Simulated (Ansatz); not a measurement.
Be3Ir (model structure, started from the Cu3Au type, Pm-3m, No. 221, 4 atoms in the cell) was calculated with LDA in Ansatz (plane waves, PAW).

Run with plane-wave cutoff 520 eV, 16×16×16 k mesh, Fermi–Dirac smearing 0.05 eV, no spin polarisation, scalar-relativistic PAW data made under PBE.

Cell (relaxed at this level):

```cif
data_Be3Ir
_chemical_formula_sum 'Be3 Ir1'
_space_group_name_H-M_alt 'Pm-3m'
_space_group_IT_number 221
_space_group_name_Hall '-P 4 2 3'
_cell_length_a 3.34665
_cell_length_b 3.34665
_cell_length_c 3.34665
_cell_angle_alpha 90.000
_cell_angle_beta 90.000
_cell_angle_gamma 90.000
loop_
_atom_site_label
_atom_site_type_symbol
_atom_site_symmetry_multiplicity
_atom_site_Wyckoff_symbol
_atom_site_fract_x
_atom_site_fract_y
_atom_site_fract_z
_atom_site_occupancy
Be1 Be 3 c 0.00000 0.50000 0.50000 1
Ir1 Ir 1 a 0.00000 0.00000 0.00000 1
```

**Question.** Estimate the bulk modulus B0 that the calculation returns.

**Answer.** 
- bulk modulus B0 = 201 GPa

Note: the run has no spin polarisation, so it can have missed a magnetic state; the bulk modulus is −V dP/dV from two relaxed cells at ±2 % in volume; the relaxation could raise the start's symmetry but not lower it, so the cell can be a saddle point.

Spin–orbit coupling is not included.

Static lattice: no zero-point or thermal effects.

A model structure was made by putting elements into a prototype or built by hand; it is no filed structure, need not be a known phase, and can be a saddle point held by its symmetry.

Ansatz is a first-principles code.
